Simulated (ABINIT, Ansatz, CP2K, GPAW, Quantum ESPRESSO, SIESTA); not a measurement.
Nb (Im-3m, 1 atom in the cell) computed with different codes at matched settings

Self-consistent single point.

```
CELL_PARAMETERS angstrom
     -1.63400     1.63400     1.63400
      1.63400    -1.63400     1.63400
      1.63400     1.63400    -1.63400
ATOMIC_POSITIONS crystal
  Nb 0.00000 0.00000 0.00000
```

Shared settings, as Ansatz (a first-principles code) writes them: kpoints.mp_grid.grid = 11 11 11; scf.occupations.method = gaussian; scf.occupations.width = 0.0037 Ry. Potentials and cutoffs stand in the table.

| code | model | pressure (GPa) | cutoff |
|---|---|---|---|
| CP2K | PBEsol, GPW, DZVP-MOLOPT-SR-GTH basis, GTH-PBE potentials (GTH_POTENTIALS) | 1.83 | grid 500 Ry |
| SIESTA | GGA PBEsol, numerical atomic orbitals DZP, PseudoDojo PBEsol standard norm-conserving potentials (rewritten from UPF to PSML) | -0.24 | grid 400 Ry |
| ABINIT | PBEsol, norm-conserving pseudopotentials (PseudoDojo nc-sr-04 PBEsol standard) | 1.56 | 1116 eV |
| Ansatz | PBEsol, default PAW files made with PBE | 1.39 | default |
| Quantum ESPRESSO | PBEsol, PSlibrary ultrasoft (PBE) pseudopotentials | 0.80 | 55 Ry |
| GPAW | PBEsol, GPAW PAW datasets PBEsol (made by gpaw-setup) | 0.68 | 600 eV |

On Ansatz's run: spin polarisation is off.

The spread over the programs that give each value: pressure within 2.07 GPa.

CP2K and SIESTA use small atom-centred bases, whose incompleteness enters pressures, forces and empty levels differently from a plane-wave cutoff. Ansatz's pressure is given at a fixed set of plane waves, as the other plane-wave codes print theirs. In the pressure, SIESTA (by 1.34) lies more than 1 GPa from the median of the plane-wave programs.

The starting cell has typed, rounded lattice constants, without a prior relaxation at this level. Its lattice was rescaled by a random factor within 2.5 % of one.

Left out of this page: Elk and FLEUR (not drawn, or without a comparable value).

Keys are those of Ansatz 0.2.
